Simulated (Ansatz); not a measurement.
## hypothetical P6_422 GaN with two functionals, isotropic strain +4.69 %

The reference is GaN (space group P6_422, No. 181; a = 3.164 Å, c = 7.439 Å; a hypothetical phase, not in the database extracts checked).

(Cell as relaxed with PBE.)

Levels (all Ansatz, a first-principles code, PAW): PBE (420 eV, no spin-orbit coupling); PBEsol (420 eV, spin-orbit coupling left out).

Each level relaxes its own structure.

```tsv
base	PBE	PBEsol
volume per atom	10.75 Å³	10.37 Å³
lattice parameter a	3.164 Å	3.125 Å
band gap	1.20 eV	1.47 eV
```

Perturbation: the cell is scaled by 1.0469 in all directions, atoms relaxed at fixed cell.

```csv
quantity,PBE,PBEsol
energy relative to the base (free energy F),+103 meV/atom,…
"pressure (mean of the normal stresses, compression positive)",-18.20 GPa,…
```

Task: Given the PBE results, estimate those of PBEsol.

Result: 
- energy relative to the base (free energy F), PBEsol: +110 meV/atom
- pressure (mean of the normal stresses, compression positive), PBEsol: -20.28 GPa

PBE's energy relative to the base lies 7.3 meV/atom below PBEsol's; PBE's pressure lies 2.073 GPa above PBEsol's. Neither level is exact; PBEsol is the comparison here, not a measurement.

Whether these cells are dynamically stable was not tested. The base started in P3_121 and relaxed to P6_422 at this level.
